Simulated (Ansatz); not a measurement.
Cubic perovskite KCdF₃ was calculated with PBEsol-D3(BJ) (Ansatz, a quantum-chemistry and plane-wave program, PAW).

Settings: plane-wave cutoff 520 eV, 8×8×8 k mesh, Fermi–Dirac smearing 0.01 eV, scalar-relativistic PAW data made under PBE.

The cell is scaled about its equilibrium volume:

```json
[
 {"V (Å³/atom)": "15.532", "P (GPa)": "4.74", "direct gap at Γ (eV)": "5.300", "smallest gap on the k mesh (eV)": "2.972"},
 {"V (Å³/atom)": "15.862", "P (GPa)": "2.97", "direct gap at Γ (eV)": "5.154", "smallest gap on the k mesh (eV)": "2.973"},
 {"V (Å³/atom)": "16.193", "P (GPa)": "1.40", "direct gap at Γ (eV)": "5.013", "smallest gap on the k mesh (eV)": "2.972"},
 {"V (Å³/atom)": "16.523", "P (GPa)": "0.00", "direct gap at Γ (eV)": "4.878", "smallest gap on the k mesh (eV)": "2.969"},
 {"V (Å³/atom)": "16.854", "P (GPa)": "-1.24", "direct gap at Γ (eV)": "4.748", "smallest gap on the k mesh (eV)": "2.963"},
 {"V (Å³/atom)": "17.184", "P (GPa)": "-2.35", "direct gap at Γ (eV)": "4.622", "smallest gap on the k mesh (eV)": "2.956"},
 {"V (Å³/atom)": "17.515", "P (GPa)": "-3.33", "direct gap at Γ (eV)": "4.501", "smallest gap on the k mesh (eV)": "2.946"}
]
```

The fundamental gap (2.97 eV at the equilibrium volume, with added k points) lies elsewhere than Γ–Γ.

Note: the relaxation could not lower the start's symmetry, so the cell can be a saddle point above a distorted one.

Spin–orbit coupling is not included.
